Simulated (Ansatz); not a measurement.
Sn under a change: pressure 100 GPa

Consider Sn in the diamond structure (space group Fd-3m, No. 227; a = 6.6558 Å).

Perturbation: cell and atoms relaxed at a pressure of 100 GPa.

All numbers come from PBE/PAW in Ansatz (a program for electronic structure), no spin-orbit coupling, earlier PAW set. k-mesh 12×12×12 (Γ-centred); smearing 0.05 eV (Fermi–Dirac).

- Lattice parameter a: 539.8 pm (base 665.6 pm)
- Enthalpy H = E + PV relative to the base's energy: +15.25 eV/atom
- Band gap: zero (base zero)

Load acts through the strain it causes; cell and atoms are relaxed under it. Stability against distortions was not tested. Tetrahedral semiconductors of this kind turn to denser phases somewhere between about 1 and 50 GPa; those were not computed, so compressed cells here can lie past the real transition.
